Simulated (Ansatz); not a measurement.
# Ta in the bcc (W type) structure (space group Im-3m, No. 229)

Space group Im-3m (No. 229); a = b = c = 3.305 Å, α = β = γ = 90.00°

```json
[
 {"atom": "Ta", "site": "2a", "symmetry": "m-3m", "x": "0.0000", "y": "0.0000", "z": "0.0000"}
]
```
(The calculation used a cell of 1 atom; values per cell refer to that cell.)

Method: Ansatz (an electronic-structure program), r2SCAN, PAW, cutoff 500 eV, no SOC, earlier PAW set. Settings: 20×20×20 k-points, 0.05 eV Fermi–Dirac smearing.

| Item | Result |
|---|---|
| Volume per atom | 18.05 Å³ |
| Density | 16.64 g/cm³ |
| Band gap | zero |
| Total energy | -9945.174 eV/atom (σ→0; compares only within this code and set-up) |

No phonon test of stability was made. The final runs are not spin-polarised.
